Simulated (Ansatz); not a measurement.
## Effect of electrons 7.0×10^21 cm⁻³ on ZnSiP2

Consider ZnSiP$_{2}$ in the chalcopyrite structure (space group I-42d, No. 122; a = 5.378 Å, c = 10.466 Å).

One thing is altered: electron doping at 7.0×10^21 cm⁻³ (1.06 per cell), with a uniform compensating background at fixed cell and a 300 K Fermi–Dirac width.

Computed with r2SCAN in Ansatz (plane waves to 500 eV, PAW, no spin-orbit coupling). k-mesh 12×12×12 (Γ-centred); smearing 0.0259 eV (Fermi–Dirac).

| quantity | base | changed | shift |
|---|---|---|---|
| gap between the host's bands | 1.55 eV | 1.46 eV | -0.098 eV |
| gap character | direct at Γ | direct at Γ | – |
| Fermi level relative to the doped band's edge (positive inside the band; to 0.05 eV) | – | +0.90 eV | – |

Final structure:

```yaml
crystal:
  lattice:
    - [-2.68876, 2.68876, 5.23303]
    - [2.68876, -2.68876, 5.23303]
    - [2.68876, 2.68876, -5.23303]
  atoms:
    - { symbol: Zn, position: [0.75000, 0.25000, 0.50000] }
    - { symbol: Zn, position: [0.00000, 0.00000, 0.00000] }
    - { symbol: Si, position: [0.25000, 0.75000, 0.50000] }
    - { symbol: Si, position: [0.50000, 0.50000, 0.00000] }
    - { symbol: P, position: [0.14069, 0.12500, 0.51569] }
    - { symbol: P, position: [0.60931, 0.62500, 0.48431] }
    - { symbol: P, position: [0.37500, 0.85931, 0.98431] }
    - { symbol: P, position: [0.87500, 0.39069, 0.01569] }
```
Cell charge -1.05929.

Carriers are added with a uniform compensating background; total energy and stress of such cells depend on the potential's zero and are not compared; many-body gap narrowing is missing at this level. Whether these cells are dynamically stable was not tested.

Ansatz is an electronic-structure program.
